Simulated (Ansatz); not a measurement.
Consider a periodic stack without vacuum, rock-salt NbN (0 0 1) on rock-salt PbS (0 0 1) (film strained to the substrate, started from cuts of the bulks and a machine-learned relaxation; slabs Pb6S6 and N12Nb12, which can lie off the formulas): substrate slab Pb6S6, film N12Nb12, surface cells [[1, 0], [1, 1]] and [[0, -1], [2, 1]], film strained by -3.9 and -3.9 %, outermost planes PbS/PbS and NNb/NNb as cut, which need not be the usual terminations and can put a slab off its formula. Its start:

```
Nb2PbN2S
1.0
    4.24864     0.00000     0.00732
    0.00000     4.24864     0.01646
    0.40541     2.24346    33.22522
Pb S N Nb
6 6 12 12
Direct
  0.01562   0.93295   0.14499
  0.59024   0.49030   0.05855
  0.97862   0.83815   0.32181
  0.48732   0.38333   0.23492
  0.01596   0.71375   0.49704
  0.48668   0.28805   0.41135
  0.50858   0.43409   0.14307
  0.12269   0.01346   0.04284
  0.47790   0.33516   0.32765
  0.98718   0.88421   0.23313
  0.52633   0.10325   0.52914
  0.97927   0.78768   0.41725
  0.75679   0.26524   0.66531
  0.26144   0.77003   0.66629
  0.25967   0.30551   0.60966
  0.77238   0.79448   0.60886
  0.75900   0.17951   0.80865
  0.25454   0.67830   0.80965
  0.26632   0.21065   0.75049
  0.76044   0.71264   0.74851
  0.72090   0.09862   0.95211
  0.22167   0.59777   0.95321
  0.22238   0.13120   0.89339
  0.73295   0.63299   0.89075
  0.25486   0.26372   0.67704
  0.75977   0.76076   0.67503
  0.76266   0.30318   0.59557
  0.27480   0.81434   0.59586
  0.25885   0.17249   0.82106
  0.75323   0.67365   0.81899
  0.76900   0.21854   0.73793
  0.26174   0.71619   0.73882
  0.22268   0.09206   0.96445
  0.72102   0.59587   0.95717
  0.72347   0.13751   0.88274
  0.23406   0.63669   0.88409
```

The start was prepared with a machine-learned potential, and the result is one local minimum, with the in-plane cell held and forces under 0.04 eV/Å; the film can end far from its bulk form.

Calculation: PBE (plane waves to 420 eV, PAW; Ansatz, a quantum-chemistry and plane-wave program). Scalar-relativistic, without spin–orbit coupling; the runs are not spin-polarised. Its k-point mesh 7×7×1, Fermi–Dirac width 0.05 eV.

Task: Predict the relaxed interface.

Result: 
- interface area: 18.1 Å²
- period: 33.47 Å
- heights between the nearest atoms of the two slabs at the two interfaces: 2.12 and 2.36 Å
- Nb–Pb contacts across the interfaces within 1.22 times the sum of covalent radii: 4, mean 3.25 Å
- Nb–S contacts across the interfaces within 1.22 times the sum of covalent radii: 3, mean 2.53 Å
